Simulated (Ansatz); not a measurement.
Results of r²SCAN in Ansatz (plane waves, PAW) for Rh2O3 (Pbcn, No. 60; cell taken from a computed entry).

Numerical settings: plane-wave cutoff 500 eV, 6×8×8 k mesh (along the axes of the cell as run), Fermi–Dirac smearing 0.05 eV, no spin polarisation, scalar-relativistic PAW data made under PBE.

Cell (relaxed at this level):

```
CELL_PARAMETERS angstrom
      7.26549     0.00000     0.00000
      0.00000     5.18242     0.00000
      0.00000     0.00000     5.38917
ATOMIC_POSITIONS crystal
  Rh 0.10628 0.74969 0.03073
  Rh 0.89372 0.25031 0.96927
  Rh 0.39372 0.75031 0.53073
  Rh 0.60628 0.24969 0.46927
  Rh 0.60628 0.75031 0.96927
  Rh 0.39372 0.24969 0.03073
  Rh 0.89372 0.74969 0.46927
  Rh 0.10628 0.25031 0.53073
  O  0.00000 0.05104 0.25000
  O  0.00000 0.94896 0.75000
  O  0.50000 0.44896 0.75000
  O  0.50000 0.55104 0.25000
  O  0.84876 0.60625 0.11285
  O  0.15124 0.39375 0.88715
  O  0.65124 0.89375 0.61285
  O  0.34876 0.10625 0.38715
  O  0.34876 0.89375 0.88715
  O  0.65124 0.10625 0.11285
  O  0.15124 0.60625 0.38715
  O  0.84876 0.39375 0.61285
```

**Question.** Predict the band gap.

**Answer.** 
- band gap = 0.99 eV (on the SCF k mesh)

Note: the relaxation could not lower the start's symmetry, so the cell can be a saddle point above a distorted one.

Spin–orbit coupling is not included.

Computed values are for the static lattice.

Ansatz is an electronic-structure program.
